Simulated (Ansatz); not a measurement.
The parent structure is InP in the zinc blende structure (space group F-43m, No. 216; a = 5.960 Å).

(Cell as relaxed with PBE.)

Levels (all Ansatz, a quantum-chemistry and plane-wave program, PAW): PBE (420 eV, spin-orbit coupling left out); r2SCAN (500 eV, no spin-orbit coupling).

Each level relaxes its own structure.

```csv
base,PBE,r2SCAN
volume per atom,26.46 Å³,25.76 Å³
lattice parameter a,5.960 Å,5.907 Å
band gap,0.44 eV,1.03 eV
```

One thing is altered: a hydrostatic pressure of 30 GPa.

| quantity | PBE | r2SCAN |
|---|---|---|
| valley order (the lowest conduction-band minima on the path, energy above the VBM, named in the base's zone) | X along ⟨100⟩ 1.30 eV; Γ 1.86 eV; L along ⟨111⟩ 1.99 eV | … |
| electron mass | 2.0 mₑ along k, 0.24 mₑ across (at X) | … |
| shift of the gap caused by the change | +0.86 eV | … |

### Question
Predict the r2SCAN column.

### Answer

- valley order (the lowest conduction-band minima on the path, energy above the VBM, named in the base's zone), r2SCAN: X along ⟨100⟩ 1.54 eV; L along ⟨111⟩ 2.40 eV; Γ 2.41 eV
- electron mass, r2SCAN: 1.9 mₑ along k, 0.24 mₑ across (at X)
- shift of the gap caused by the change, r2SCAN: +0.51 eV

They order the valleys differently; PBE's shift of the gap caused by the change lies 0.35 eV above r2SCAN's. Neither level is exact; r2SCAN is the comparison here, not a measurement.

Load acts through the strain it causes; cell and atoms are relaxed under it. Effective masses come from finite differences of ±0.01 Å⁻¹. Along k means along the line from Γ to the band edge. Whether these cells are dynamically stable was not tested. Measured, InP leaves this structure (for rock salt) near 9.8 GPa (temperature not stated; as listed in Datta, Sujoy, Jana, Debnarayan, arXiv (2020)).
